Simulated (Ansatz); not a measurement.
Zinc-blende PbTe (model structure), treated with PBEsol in Ansatz (PAW).

Run with plane-wave cutoff 500 eV, 10×10×10 k mesh, Fermi–Dirac smearing 0.05 eV, scalar-relativistic PAW data made under PBE.

Cell (relaxed at this level):

```cif
data_PbTe
_chemical_formula_sum 'Te1 Pb1'
_space_group_name_H-M_alt 'P 1'
_space_group_IT_number 1
_cell_length_a 5.09582
_cell_length_b 5.09582
_cell_length_c 5.09582
_cell_angle_alpha 60.000
_cell_angle_beta 60.000
_cell_angle_gamma 60.000
loop_
_space_group_symop_operation_xyz
  'x, y, z'
loop_
_atom_site_label
_atom_site_type_symbol
_atom_site_fract_x
_atom_site_fract_y
_atom_site_fract_z
_atom_site_occupancy
Te1 Te 0.25000 0.25000 0.25000 1
Pb1 Pb 0.00000 0.00000 0.00000 1
```

**Question.** Estimate the band gap that the calculation returns.

**Answer.** 
* **band gap**: 0.51 eV (on the SCF k mesh)

Note: the relaxation could raise the start's symmetry but not lower it, so the cell can be a saddle point.

Spin–orbit coupling is not included; with these elements it can move the gap by several tenths of an eV or more.

A model structure was made by putting elements into a prototype or built by hand; it is no filed structure, need not be a known phase, and can be a saddle point held by its symmetry.

Ansatz is a program for electronic structure.
